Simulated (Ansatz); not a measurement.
The starting structures come from a database of crystals and need not be the phases stable at ambient conditions.

Input:

```
MoCl2H2O3
1.0
    3.88559     0.00000     0.00000
    0.00000     7.02368     0.00000
    0.00000     0.00000     9.06549
H Mo Cl O
4 2 4 6
Direct
  0.13999   0.58289   0.58648
  0.86001   0.08289   0.91352
  0.13999   0.58289   0.41352
  0.86001   0.08289   0.08648
  0.29739   0.19164   0.50000
  0.70261   0.69164   0.00000
  0.22072   0.25173   0.75162
  0.77928   0.75173   0.74838
  0.22072   0.25173   0.24838
  0.77928   0.75173   0.25162
  0.23988   0.52021   0.50000
  0.76012   0.02021   0.00000
  0.25269   0.95318   0.50000
  0.74731   0.45318   0.00000
  0.74451   0.22295   0.50000
  0.25549   0.72295   0.00000
```

Space group of this cell: Pmn2_1. The cell was relaxed by PBE-D3(BJ); by r2SCAN its mean pressure is -1.2 GPa.

Transport runs along the normal of the first two printed cell vectors.

The gap is the functional's own, uncorrected, and κ follows it; spin-orbit coupling is left out. Mid-gap values are interpolated between the computed energies.

Problem. Estimate the band gap and the smallest decay constant κ at mid-gap that r2SCAN (Ansatz, an electronic-structure program) returns for this system.

Solution. Gap 2.62 eV on a 8×4×4 mesh; κ = 0.501 1/Å, at (0.250, 0.000) of the in-plane reciprocal vectors. At the zone centre, at the nearest computed energy, the slowest state has κ = 0.51 1/Å.
